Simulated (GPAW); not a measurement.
Input and output of a self-consistent single point for PtSe2 (P-3m1, 3 atoms in the cell) (GPAW).

Level of theory: PBE, GPAW PAW datasets PBE (gpaw-data 1.0.1) (plane waves; GPAW).

The change in words: lattice scaled by 0.98. Reference geometry:
```yaml
crystal:
  lattice:
    - [1.81875, -3.15016, 0.00000]
    - [1.81875, 3.15016, 0.00000]
    - [0.00000, 0.00000, 4.95402]
  atoms:
    - { symbol: Pt, position: [0.00000, 0.00000, 0.00000] }
    - { symbol: Se, position: [0.33333, 0.66667, 0.25500] }
    - { symbol: Se, position: [0.66667, 0.33333, 0.74500] }
```

Reference input (self-consistent single point, DFT PBE, plane waves, GPAW PAW datasets PBE (gpaw-data 1.0.1)): mode = pw; ecut = 600 eV; xc = PBE; kpts = 8 8 5; mesh shift (steps) = 0 0 0; occupations.name = fermi-dirac; occupations.width = 0.02 eV; nbands = -6; convergence.forces = 0.001 eV/Å; convergence.bands = -4; symmetry.symmorphic = false; symmetry.tolerance = 0.0005. This run's input differs from it in these lines:

```diff
@@ -5,5 +5,5 @@
 atoms = Atoms(['Pt', 'Se', 'Se'],
-              cell=[[1.818748, -3.150164, 0.000000],
-                    [1.818748, 3.150164, 0.000000],
-                    [0.000000, 0.000000, 4.954016]],
+              cell=[[1.782373, -3.087161, 0.000000],
+                    [1.782373, 3.087161, 0.000000],
+                    [0.000000, 0.000000, 4.854936]],
               scaled_positions=[[0.000000, 0.000000, 0.000000],
```

Log, with long lists cut:

```
     iter     time        total  log10-change:
                         energy   eigst   dens  force
iter:   1 --:--:--   -14.585251   +0.46
iter:   2 --:--:--   -14.359769   -0.93  -1.33
iter:   3 --:--:--   -13.829770   -1.40  -1.35
iter:   4 --:--:--   -13.812516   -2.97  -1.48
iter:   5 --:--:--   -13.754772   -2.02  -1.54
iter:   6 --:--:--   -13.740378   -3.36  -2.06
iter:   7 --:--:--   -13.728259   -3.03  -2.29
iter:   8 --:--:--   -13.728715c  -4.41  -2.71
iter:   9 --:--:--   -13.728316c  -4.38  -2.80
iter:  10 --:--:--   -13.728411c  -4.31  -3.11
iter:  11 --:--:--   -13.728394c  -5.82  -3.62
iter:  12 --:--:--   -13.728395c  -6.77  -3.64
   [... 2 lines left out ...]
iter:  15 --:--:--   -13.728383c  -6.31  -3.68
iter:  16 --:--:--   -13.728381c  -6.42  -3.70
iter:  17 --:--:--   -13.728382c  -6.77  -3.75
iter:  18 --:--:--   -13.728383c  -7.00  -3.83
iter:  19 --:--:--   -13.728377c  -6.28  -4.03c
iter:  20 --:--:--   -13.728377c  -7.61c -4.46c
iter:  21 --:--:--   -13.728377c  -8.90c -4.55c -3.76c
Converged after 21 iterations.

Dipole moment: (-0.000000, 0.000000, -0.000000) |e|*Ang

Energy contributions relative to reference atoms: (reference = -632582.427029)

Kinetic:        +45.030064
Potential:      -40.263342
External:        +0.000000
XC:             -17.930967
Entropy (-ST):   -0.000987
Local:           -0.563638
SIC:             +0.000000
--------------------------
Free energy:    -13.728871
Extrapolated:   -13.728377

Showing only first 2 kpts
 Kpt  Band  Eigenvalues  Occupancy
  0    12      9.34396    2.00000
  0    13     11.02216    0.00000
  0    14     12.04930    0.00000
  0    15     12.04932    0.00000

  1    12      9.12178    2.00000
  1    13     10.19670    2.00000
  1    14     12.44260    0.00000
  1    15     12.44261    0.00000

Fermi level: 10.61945

No gap
No difference between direct/indirect transitions
Energy (eV): -13.728377

Forces in eV/Ang:
  0 Pt    0.00000    0.00000    0.00000
  1 Se   -0.00000    0.00000    2.26449
  2 Se    0.00000    0.00000   -2.26449

Stress tensor:
    -0.210588     0.000000    -0.000000
     0.000000    -0.210588     0.000000
     0.000000     0.000000    -0.143641
Stress (GPa, Voigt): [-33.74   -33.74   -23.0138   0.      -0.       0.    ]
```

The run converged in 21 iterations. GPAW prints stress with tension positive. Against the reference run the free energy goes up by 162 meV/atom, the pressure goes from 17.03 to 30.16 GPa and the largest force goes from 1.249 to 2.264 eV/Å.

The starting cell has typed, rounded lattice constants, without a prior relaxation at this level. Its lattice was rescaled by a random factor within 2.5 % of one. For this run, on top of that: lattice scaled by 0.98. Spin polarisation is off. With a pressure of about 30 GPa the cell is away from its equilibrium volume at this level. Forces in this geometry exceed 1 eV/Å.
